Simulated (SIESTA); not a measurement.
**Input and output of a self-consistent single point for Sn (Fd-3m, 2 atoms in the cell) (SIESTA)**

Level of theory: GGA PBE, numerical atomic orbitals DZP, PseudoDojo PBE standard norm-conserving potentials (rewritten from UPF to PSML) (SIESTA).

This input was run:

```
# files in the folder: Sn.psml (PseudoDojo PBE standard)
SystemName  Sn
SystemLabel sn

NumberOfAtoms                2
NumberOfSpecies              1
%block ChemicalSpeciesLabel
  1 50 Sn
%endblock ChemicalSpeciesLabel
LatticeConstant              1.0 Ang
%block LatticeVectors
     0.000000000    3.254234000    3.254234000
     3.254234000    0.000000000    3.254234000
     3.254234000    3.254234000    0.000000000
%endblock LatticeVectors
AtomicCoordinatesFormat      Ang
%block AtomicCoordinatesAndAtomicSpecies
     0.000000000    0.000000000    0.000000000  1
     1.627117000    1.627117000    1.627117000  1
%endblock AtomicCoordinatesAndAtomicSpecies

XC.functional                GGA
XC.authors                   PBE
PAO.BasisSize                DZP
PAO.EnergyShift              0.005 Ry
MeshCutoff                   350 Ry
%block kgrid.MonkhorstPack
    7   0   0  0.0
    0   7   0  0.0
    0   0   7  0.0
%endblock kgrid.MonkhorstPack
OccupationFunction           FD
ElectronicTemperature        232.09 K

MaxSCFIterations             150
SCF.Mixer.Method             Pulay
SCF.Mixer.Weight             0.25
SCF.Mixer.History            8
SCF.DM.Tolerance             1.0E-04
Diag.ParallelOverK           true
WriteForces                  true
```

The program printed (abridged):

```
reinit: Reading from file input.fdf

reinit: System Name: Sn
reinit: System Label: sn

coor:   Atomic-coordinates input format  =     Cartesian coordinates
coor:                                          (in Angstroms)

siesta: Atomic coordinates (Bohr) and species
siesta:      0.00000   0.00000   0.00000  1        1
siesta:      3.07481   3.07481   3.07481  1        2

siesta: System type = bulk

initatomlists: Number of atoms, orbitals, and projectors:      2    36    64

siesta: ******************** Simulation parameters ****************************
redata: Spin configuration                          = none
redata: Time-Reversal Symmetry                      = T
redata: Number of Atomic Species                    =        1
redata: Mesh Cutoff                                 =   350.0000 Ry
redata: Net charge of the system                    =     0.0000 |e|
redata: Min. number of SCF Iter                     =        0
redata: Max. number of SCF Iter                     =      150
redata: SCF convergence failure will abort job
redata: SCF mix quantity                            = Hamiltonian
redata: Mix DM or H after convergence               =   F
redata: Recompute H after scf cycle                 =   F
redata: Mix DM in first SCF step                    =   T
redata: No kicks to SCF
redata: DM Mixing Weight for Kicks                  =     0.5000
redata: Require Harris convergence for SCF          =   F
redata: Harris energy tolerance for SCF             =     0.000100 eV
redata: Require DM convergence for SCF              =   T
redata: DM tolerance for SCF                        =     0.000100
redata: Require EDM convergence for SCF             =   F
redata: EDM tolerance for SCF                       =     0.001000 eV
redata: Require H convergence for SCF               =   T
redata: Hamiltonian tolerance for SCF               =     0.001000 eV
redata: Require (free) Energy convergence for SCF   =   F
redata: (free) Energy tolerance for SCF             =     0.000100 eV
redata: Using DFT-D3 dispersion                     =   F
redata: Using Saved Data (generic)                  =   F
redata: Method of Calculation                       = Diagonalization
redata: Electronic Temperature                      =   232.0900 K
redata: Number of TDED substeps                     =        3
redata: Dynamics option                             = Single-point calculation
redata: Save all siesta data in one NC              =   F
redata: ***********************************************************************

%block SCF.Mixers
  Pulay
%endblock SCF.Mixers

%block SCF.Mixer.Pulay
  # Mixing method
  method pulay
  variant stable

  # Mixing options
  weight 0.2500
  weight.linear 0.2500
  history 8
%endblock SCF.Mixer.Pulay

DM_history_depth set to one: no extrapolation allowed by default for geometry relaxation
Size of DM history Fstack: 1
Total number of electrons:    28.000000
Total ionic charge:    28.000000

* ProcessorY, Blocksize:    1  37

* Orbital distribution balance (max,min):    36    36

 Kpoints in:          196 . Kpoints trimmed:          172

siesta: k-grid: Number of k-points = 172
siesta: k-points from Monkhorst-Pack grid
siesta: k-cutoff (effective) =    16.108 Ang
siesta: k-point supercell and displacements
siesta: k-grid:     7     0     0      0.000
siesta: k-grid:     0     7     0      0.000
siesta: k-grid:     0     0     7      0.000

diag: Algorithm                                     = D&C
diag: Parallel over k                               =   F
diag: Use parallel 2D distribution                  =   F
diag: Parallel block-size                           = 37
diag: Parallel distribution                         =     1 x     1
diag: Used triangular part                          = Lower
diag: Absolute tolerance                            =  0.100E-15
diag: Orthogonalization factor                      =  0.100E-05
diag: Memory factor                                 =  1.0000

superc: Internal auxiliary supercell:     5 x     5 x     5  =     125
superc: Number of atoms, orbitals, and projectors:    250   4500   8000

                        Single-point calculation

superc: Internal auxiliary supercell:     5 x     5 x     5  =     125
superc: Number of atoms, orbitals, and projectors:    250   4500   8000

outcell: Unit cell vectors (Ang):
        0.000000    3.254234    3.254234
        3.254234    0.000000    3.254234
        3.254234    3.254234    0.000000

outcell: Cell vector modules (Ang)   :    4.602182    4.602182    4.602182
outcell: Cell angles (23,13,12) (deg):     60.0000     60.0000     60.0000
outcell: Cell volume (Ang**3)        :     68.9249
new_DM -- step:     1
Initializing Density Matrix...

Attempting to read DM from file... Failed...
DM filled with atomic data:

InitMesh: MESH = 48 x 48 x 48 = 110592
InitMesh: Mesh cutoff (required, used) =   350.000   450.971 Ry

stepf: Fermi-Dirac step function

        iscf     Eharris(eV)        E_KS(eV)     FreeEng(eV)     dDmax    Ef(eV) dHmax(eV)
   scf:    1    -4288.441504    -4289.260680    -4289.261215  0.810984 -3.858764  1.724438
   scf:    2    -4289.358494    -4289.311061    -4289.311596  0.051108 -3.908862  1.110332
   scf:    3    -4289.375594    -4289.347688    -4289.348222  0.082770 -3.983663  0.046203
   scf:    4    -4289.348110    -4289.347929    -4289.348465  0.007156 -3.949542  0.033731
   scf:    5    -4289.347957    -4289.347952    -4289.348487  0.004643 -3.943640  0.015466
   scf:    6    -4289.347963    -4289.347958    -4289.348494  0.000900 -3.944830  0.000748
   scf:    7    -4289.347958    -4289.347958    -4289.348494  0.000137 -3.945021  0.000635
mix: Pulay -- inversion failed, > SVD [rank/size] 4 / 6
   scf:    8    -4289.347958    -4289.347958    -4289.348494  0.000062 -3.944930  0.000030

SCF Convergence by DM+H criterion
max |DM_out - DM_in|         :     0.0000618103
max |H_out - H_in|      (eV) :     0.0000300613
SCF cycle converged after 8 iterations

Using DM_out to compute the final energy and forces

siesta: E_KS(eV) =            -4289.3480

siesta: E_KS - E_eggbox =     -4289.3480

siesta: Atomic forces (eV/Ang):
     1    0.000080    0.000080    0.000080
     2   -0.000080   -0.000080   -0.000080
   Tot    0.000000   -0.000000    0.000000
   Max    0.000080
   Res    0.000080    sqrt( Sum f_i^2 / 3N )
   Max    0.000080    constrained

Stress tensor Voigt[x,y,z,yz,xz,xy] (kbar):      -31.76      -31.76      -31.76       -0.16       -0.16       -0.16
(Free)E + p*V (eV/cell)    -4287.9821
Target enthalpy (eV/cell)    -4289.3485

siesta: Program's energy decomposition (eV):
siesta: Ebs     =      -581.678936
siesta: Eions   =      3641.738813
siesta: Ena     =       128.099415
siesta: Ekin    =      2546.262494
siesta: Enl     =     -2122.359196
siesta: Eso     =         0.000000
siesta: Edftu   =         0.000000
siesta: DEna    =         0.863364
siesta: DUscf   =         0.322442
siesta: DUext   =         0.000000
siesta: Ex      =     -1132.624479
siesta: Ec      =       -68.173185
siesta: Exc     =     -1200.797664
siesta: Eharris =     -4289.347958
siesta: Etot    =     -4289.347958
siesta: FreeEng =     -4289.348494

siesta: Stress tensor (static) (eV/Ang**3):
siesta:    -0.019825   -0.000102   -0.000102
siesta:    -0.000102   -0.019825   -0.000102
siesta:    -0.000102   -0.000102   -0.019825

siesta: Cell volume =         68.924929 Ang**3

siesta: Pressure (static):
siesta:                Solid            Molecule  Units
siesta:           0.00021592          0.00021594  Ry/Bohr**3
siesta:           0.01982483          0.01982671  eV/Ang**3
siesta:          31.76287971         31.76589227  kBar
```

The run converged in 8 iterations.

The starting cell has typed, rounded lattice constants, without a prior relaxation at this level. Its lattice was rescaled by up to half a per cent. Values carry the incompleteness of an atom-centred basis. With a pressure of about 3 GPa the cell is away from its equilibrium volume at this level.
